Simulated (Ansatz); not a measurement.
A constructed model of the (0001) surface of hcp Ru, (√3x√3)R30° surface alloy, Ti on one Ru site of the top plane (bottom of the slab: a bare face, its two planes held)

Level of theory: PBE (plane waves to 420 eV, PAW; Ansatz, a quantum-chemistry and plane-wave program).

Model: 18-atom slab, 10.8 Å thick at the start with caps and adatoms (thin: gaps and levels are the slab's own), 9x9x1 mesh, Fermi-Dirac 0.1 eV, dipole correction, 6 atoms held, the rest relaxed; held to the start's symmetry, so lower structures may exist; no spin, no spin-orbit, no U. It is one candidate, not shown to be the stable structure of the face.

```
Quantity                                               Value
-----------------------------  -----------------------------
work function of the top face                        4.63 eV
energy released by relaxation                        0.12 eV
cost                           around 6 core-minutes (rough)
```
